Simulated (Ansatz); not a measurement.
For W$_{2}$C (P-3m1), PBEsol, DFPT electron-phonon coupling, linearised Boltzmann equation run with Ansatz (an electronic-structure program) gives a transport coupling λ_tr = 0.684 and a Drude plasma energy ħω_p = 6.50 eV along y (a = (3.04, 0.00, 0.00) Å; b = (-1.52, 2.63, 0.00) Å; c = (0.00, 0.00, 4.64) Å).

Q: Estimate the resistivity at 300 K from the high-temperature formula ρ = 2π λ_tr k_B T / (ħ ε₀ ω_p²), and say how the full Boltzmann solution compares.

A: The scattering rate is 1/τ = 2π λ_tr k_B T/ħ = 1.69e14 s⁻¹ and ω_p = 9.88e15 s⁻¹, so ρ ≈ 19.5 μΩ·cm. The Boltzmann solution gives 17.6 μΩ·cm, 0.90 times the estimate.

A metal at this level (no band gap). Only scattering by harmonic phonons is included (no impurities, grain boundaries, electron-electron scattering or thermal expansion). Spin-orbit coupling is left out, which matters with elements this heavy. The self-energy correction of the phonons between q points moved λ by about 3 %. The squared frequency of the phonon mode least converged on the k mesh is uncertain by about 14 %. Halving the electron mesh (32x32x20) moves the resistivity by up to 3 % at 300 K, the coupling by up to 3 %. Smearing 0.20 eV; phonons on a 5x5x3 q mesh, which this run doesn't test.

Computed structure with no diffraction record at hand here (it may be known, metastable or hypothetical): W2C (P-3m1).
